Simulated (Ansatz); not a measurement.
Defect migration in corundum: interstitial O, neutral cell. The step: a concerted move, in which O travels most; the atom moves 0.75 Å along (-0.09, -0.13, 0.04) of the unit cell; the moving atom starts with neighbours 2 Al at 1.86, Al at 1.99; O at 1.44, O at 2.14 Å and ends with Al at 1.87, Al at 1.94; O at 1.47 Å. DFT values are from Ansatz (plane-wave PAW, 420 eV unless said) in a cell of 120 host sites, spin-restricted, static, with no finite-size correction. The charge state is imposed; whether it is stable for some Fermi level was not computed. Sites that were not tried may lie lower. The start lies 0.18 eV above the lowest site run (PBE). For the PBE band: the saddle point's order was not checked.

```tsv
Level	Forward barrier (eV)	Cost of the band or of the saddle's single point
PBE, the Γ point alone, band relaxed	0.17	roughly 17 core-minutes
PBE, a 2×2×2 k-point mesh shifted by half a step along c, same geometries	0.18	about 120 core-seconds (a rough figure)
r2SCAN at 500 eV, the Γ point alone, same geometries	?	very roughly 50 core-seconds
```

What belongs in the gaps?


- r2SCAN at 500 eV, the Γ point alone, same geometries, Forward barrier (eV): 0.19

Ansatz is an electronic-structure program.
